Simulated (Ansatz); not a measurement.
Y on the Ti site in rock-salt TiN (start: the Ti site; 64-site cell, 4×4×4 shifted sampling), N-rich (Δμ(Ti) = -3.43 eV, Δμ(Y) = -3.40 eV, bounded by YN (Fm-3m); only phases computed here count, gases as isolated molecules at 0 K). Level of theory: PBE, PAW (plane waves to 420 eV; Ansatz, an electronic-structure program). In charge state 0 (not spin-polarised) the formation energy is 1.64 eV. The crystal has 5.22 × 10^22 Ti sites per cm³.

Problem. Estimate the equilibrium concentration at 1300 K in the dilute limit, leaving out vibrational entropy and degeneracy.

Solution. kT = 0.1120 eV; c = N exp(−E_f / kT) = 5.22 × 10^22 × exp(−14.6) ≈ 2 × 10^16 cm^-3. An error of 0.2 eV in E_f moves this by a factor of 6.
